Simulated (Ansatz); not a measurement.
# Habitual settings against a tight run: BaAlGe (P-6m2, 3 atoms in the cell)

Self-consistent single point.

```xyz
3
Lattice="4.3243 0.0000 0.0000 -2.1622 3.7450 0.0000 0.0000 0.0000 5.1938" Properties=species:S:1:pos:R:3 pbc="T T T"
Ba     0.0000     0.0000     0.0000
Al     2.1622     1.2483     2.5969
Ge     0.0000     2.4967     2.5969
```

Method of the run: r2SCAN, default PAW files made with PBE (plane waves; Ansatz, a program for electronic structure).

Base settings: basis.ecutwfc = 500 eV; kpoints.mp_grid.grid = 9 9 7; hamiltonian.xc = r2scan; hamiltonian.pseudopotentials = {kind: paw} (the program's default PAW files); scf.occupations.method = methfessel_paxton; scf.occupations.width = 0.05 eV.

Tight run (finer mesh or higher cutoff; not a proven limit): basis.ecutwfc: 500 eV → 700 eV; kpoints.mp_grid.grid: 9 9 7 → 13 13 10; scf.convergence.dr2_threshold: default (1e-07 eV) → 1e-09 eV. It gave Fermi level (on the code's own zero) 8.34 eV; pressure 0.81 GPa.

Quick runs, as changes from the base:
- A: the base itself
- B: basis.ecutwfc: 500 eV → 300 eV; kpoints.mp_grid.grid: 9 9 7 → 3 3 3
- C: basis.ecutwfc: 500 eV → 210 eV; kpoints.mp_grid.grid: 9 9 7 → 8 8 8; hamiltonian.xc: r2scan → lda; scf.occupations.width: 0.05 eV → 0.136 eV [LDA (PW92)]

Energies are extrapolated to zero smearing width, which holds to low order in the width alone.

Dashes: energy of C, another energy zero; count of C, another kind of functional, whose work the count does not hold.

† marks runs with another functional, U, potentials or spin treatment: their distance from the tight run is not a convergence error alone.

The count of work is k-points × plane waves × bands × iterations; it is no time. 

Pressures in the table are Ansatz's without its Pulay estimate, at a fixed set of plane waves; the tight run's value above holds the estimate.

The starting cell comes from a database of computed structures (which also holds hypothetical and non-ambient phases and stackings), without a prior relaxation at this level. Its lattice was rescaled by a random factor within 2.5 % of one.

```tsv
run	energy less tight (meV/atom)	pressure less tight (GPa)	count of work / tight
A	-1.3	0.00	0.20
B	170.1	-3.19	0.010
C†	–	-64.53	–
```

Among the runs at the tight run's level, the energy misses run from 1.3 to 170.1 meV/atom.

Left out of this page: 3 runs of the series unsound by tests on forces, stress, charge or solver warnings.

Keys are those of Ansatz 0.2.
